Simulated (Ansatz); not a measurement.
# YOF, pressure series

The reference is YOF (space group P4/nmm, No. 129; a = 3.811 Å, c = 5.421 Å; a cell from a computed database, its experimental status unchecked).

Cell and atoms are relaxed at each pressure.

Calculations: DFT with PBEsol, PAW potentials and a 420 eV plane-wave cutoff in Ansatz (a program for electronic structure), spin-orbit coupling left out.

| change | band gap | shortest interatomic distance | smallest direct gap | density |
|---|---|---|---|---|
| base | 5.03 eV | 222.3 pm | 5.29 eV | 5.23 g/cm³ |
| pressure −2 GPa | 4.98 eV | 223.2 pm | 5.23 eV | 5.15 g/cm³ |
| pressure −1 GPa | 5.00 eV | 222.8 pm | 5.26 eV | 5.19 g/cm³ |
| pressure 0.3 GPa | 5.04 eV | 222.2 pm | 5.30 eV | 5.24 g/cm³ |
| pressure 0.7 GPa | 5.05 eV | 222.0 pm | 5.31 eV | 5.25 g/cm³ |
| pressure 1.5 GPa | 5.07 eV | 221.7 pm | 5.33 eV | 5.28 g/cm³ |
| pressure 3 GPa | 5.11 eV | 221.1 pm | 5.37 eV | 5.34 g/cm³ |
| pressure 5 GPa | 5.15 eV | 220.4 pm | 5.39 eV | 5.41 g/cm³ |
| pressure 7.5 GPa | 5.20 eV | 219.5 pm | 5.41 eV | 5.49 g/cm³ |
| pressure 10 GPa | 5.21 eV | 218.7 pm | 5.42 eV | 5.57 g/cm³ |

Load acts through the strain it causes; cell and atoms are relaxed under it. Stability against distortions was not tested. No other phases were tried under pressure.
